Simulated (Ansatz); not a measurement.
Results of r²SCAN in Ansatz (plane waves, PAW) for Ag (Im-3m, No. 229, 1 atom in the cell; start mp-2646971; another form than the element's usual one).

Input:

Ansatz 0.2 input:
```yaml
crystal:
  lattice:
    - [-1.6443442599, 1.6443442599, 1.6443442599]
    - [1.6443442599, -1.6443442599, 1.6443442599]
    - [1.6443442599, 1.6443442599, -1.6443442599]
  atoms:
    - { symbol: Ag, position: [0.0, 0.0, 0.0] }
basis:
  ecutwfc: 560
  ecutrho_ratio: 4
  xc_grid: 3
kpoints:
  mp_grid: { grid: [24, 24, 24] }
hamiltonian:
  xc: r2scan
  dispersion: none
  pseudopotentials: { kind: paw }
scf:
  occupations: { method: fermi_dirac, width: 0.05 }
output:
  forces: false
  stress: true
  eigenvalues: true
relax:
  f_tol: 0.004
  escape_saddle: false
  max_steps: 80
```

Excerpt of the program's output:

```
WARN output.stress: scf.convergence.dr2_threshold = 1e-7 eV (the SCF's general default) is looser than the 1e-10 eV advised for a printed stress (1e-10 eV for …
Relaxation: its limit of steps is 80 (relax.max_steps)
Crystal: 1 atoms, lattice volume = 17.784 Å³
Basis set: ecut = 560 eV, 555 PW (Γ), exchange–correlation on 72×72×72 points (27 copies of the dense FFT grid, shifted against one another)
Bands: 14, of which v1, the nominal top of the filled ones, is band 10 counted from 1 (9 counted from 0)
Symmetry: 48 space group operations
Space group: Im-3m (ITA 229), of the structure as read, at distance tolerance 2.6e-5 Å
k-points: 413 of 13824
Functional: x = r2scan, c = r2scan; τ floored in thin density (d = 2e-4 eV/Å³)
SCF iter   1: F=—  HF=-7603.915658 eV  |F-HF|=—  |Δ(HF+E_count)|=         —  Δρ=1.11e-2  dr2=2.05e-2  dr2_τ=7.12e-4
SCF iter   2: F=—  HF=-7603.911230 eV  |F-HF|=—  |Δ(HF+E_count)|=   4.43e-3  Δρ=5.54e-3  dr2=3.81e-3  dr2_τ=4.65e-4
  ...
SCF 1 converged in 6 iterations: F = -7603.911470 eV  dr2 = 4.22e-8
relax step   1: F+E_penalty+E_count = -7603.91146959 eV  Δ(F+E_penalty+E_count) = +0.000e0 eV  max|allowed force component| = 0.000e0 eV/Å  Δτ_max = 0.0000 Å  (6 SCF iters, accepted)
Crystal: 1 atoms, lattice volume = 17.784 Å³
Initial density: handed on by an earlier stage of this run
SCF iter   1: F=—  HF=-7603.911470 eV  |F-HF|=—  |Δ(HF+E_count)|=         —  Δρ=1.86e-5  dr2=4.22e-8  dr2_τ=1.39e-9
SCF iter   2: F=-7603.911470 eV  HF=-7603.911470 eV  |F-HF|=3.05e-8  |Δ(HF+E_count)|=   2.20e-8  Δρ=1.04e-5  dr2=1.18e-8  dr2_τ=9.61e-10
SCF 2 converged in 2 iterations: F = -7603.911470 eV  dr2 = 1.18e-8
SCF converged after 2 iterations
Free energy (F): -7603.911470 eV
Internal energy: -7603.908592 eV  (E = F + TS)
E sigma→0 (E₀):  -7603.910031 eV
Fermi energy:    16.464144 eV
--- Forces (eV/Å), atoms counted from 1 ---
  atom   1  Ag     0.00000000     0.00000000     0.00000000
--- Stress (GPa, compression-positive) ---
       -1.875612       0.000000       0.000000
        0.000000      -1.875612      -0.000000
        0.000000      -0.000000      -1.875612
  P = ⅓ Tr σ = -1.8756 GPa (-18.756 kbar)
```

The cell is one volume of an energy–volume scan, off the minimum.

The PAW data were made under PBE.

Note: the relaxation could not lower the start's symmetry, so the cell can be a saddle point above a distorted one.

A start named mp-… is a Materials Project structure, which need not be a measured phase.

Ansatz is a quantum-chemistry and plane-wave program.
